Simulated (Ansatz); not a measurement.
The starting structures come from a database of crystals and need not be the phases stable at ambient conditions.

 Where the default PAW files enter, the runs use the earlier of Ansatz's two default sets.

Tunnelling through a barrier is set by its complex band structure: the current falls as exp(−2κd) with the smallest κ.

Data:

```
CuMgVO4
1.0
    5.79608     0.00000     0.00000
    0.00000     6.33993     0.00000
    2.89804     0.00000     4.39121
Mg V Cu O
2 2 2 8
Direct
  0.00000   0.50000   0.00000
  0.00000   0.00000   0.00000
  0.35655   0.25000   0.28690
  0.64345   0.75000   0.71310
  0.66645   0.25000   0.66710
  0.33355   0.75000   0.33290
  0.22342   0.25000   0.04694
  0.77658   0.75000   0.95306
  0.27036   0.75000   0.95306
  0.72964   0.25000   0.04694
  0.24012   0.47110   0.51976
  0.75988   0.52890   0.48024
  0.75988   0.97110   0.48024
  0.24012   0.02890   0.51976
```

Space group of this cell: Cmcm. The cell is taken as given; by r2SCAN its mean pressure is -8.9 GPa.

Transport runs along the normal of the first two printed cell vectors.

The gap is the functional's own. No spin-orbit coupling. Mid-gap values are interpolated on the energy grid.

Question: Compute, with Ansatz (a program for electronic structure) with r2SCAN, the band gap and the smallest decay constant κ at mid-gap.

Answer: Gap 1.22 eV on a 8×6×8 mesh; κ = 0.408 1/Å, at the zone centre.
